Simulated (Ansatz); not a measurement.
**The (210) surface of alpha gallium in its 1x1 cell, outermost plane spacing 0.41 Å in the ideal cut**

Level of theory: PBE (plane waves to 420 eV, PAW; Ansatz, an electronic-structure program).

Set-up: 40 atoms, 10.3 Å thick at the start (thin: gaps and levels are the slab's own); mesh 8x3x1; 0.1 eV smearing; dipole correction on; all atoms relaxed; start symmetry kept, larger cells not searched; no spin, no spin-orbit, no U.

The surface energy (mean of both faces) is 0.56 J/m² and the surface energy before relaxation is 0.66 J/m². The work function of the top face comes out as 4.06 eV, the energy released by relaxation is 0.90 eV and the cost is about 100 core-minutes (a rough figure).
